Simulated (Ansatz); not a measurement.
A short convergence ladder for SnTe (I4mm, 2 atoms in the cell)

```yaml
crystal:
  lattice:
    - [0.00000, 3.14420, 3.14420]
    - [3.14420, 0.00000, 3.14420]
    - [3.14420, 3.14420, 0.00000]
  atoms:
    - { symbol: Sn, position: [0.00795, 0.00795, 0.99205] }
    - { symbol: Te, position: [0.50000, 0.50000, 0.50000] }
```

Base method: PBEsol, default PAW files made with PBE (plane waves; Ansatz, an electronic-structure program).

Base settings: basis.ecutwfc = 420 eV; kpoints.mp_grid.grid = 7 7 7; hamiltonian.xc = pbesol; hamiltonian.pseudopotentials = {kind: paw} (the program's default PAW files); scf.occupations.method = fermi_dirac; scf.occupations.width = 0.01 eV.

**The width of Fermi-Dirac smearing**

The mesh stays at the base's, so the ladder's end is converged at best in this setting alone.

Only quantities that move along the ladder and can be compared are tabulated.

| scf.occupations.width | free energy less the last step's (meV/atom) | pressure (GPa) | largest difference of a force vector from the last step's (eV/Å) |
|---|---|---|---|
| 1 eV | -735.54 | 2.66 | 0.088 |
| 0.5 eV | -125.76 | 0.10 | 0.048 |
| 0.2 eV | -7.35 | -0.12 | 0.011 |
| 0.1 eV | -0.38 | -0.06 | 0.001 |
| 0.02 eV | 0.00 | -0.06 | 0.000 |

Widest scf.occupations.width that holds the forces within 0.01 eV/Å of the last step, with all finer ones: 0.1 eV; the step before is off by 0.011 eV/Å.

Widest scf.occupations.width that holds the pressure within 0.2 GPa of the last step, with all finer ones: 0.5 eV; the step before is off by 2.7 GPa.

Widest scf.occupations.width that holds the free energy within 2 meV/atom of the last step, with all finer ones: 0.1 eV; the step before is off by 7.3 meV/atom.

On the base run: the starting cell has typed, rounded lattice constants, without a prior relaxation at this level. Its lattice was rescaled by up to half a per cent. One atom was moved a little off its site on purpose. Ansatz's pressure includes its estimate of the finite-basis (Pulay) stress.

Keys are those of Ansatz 0.2.
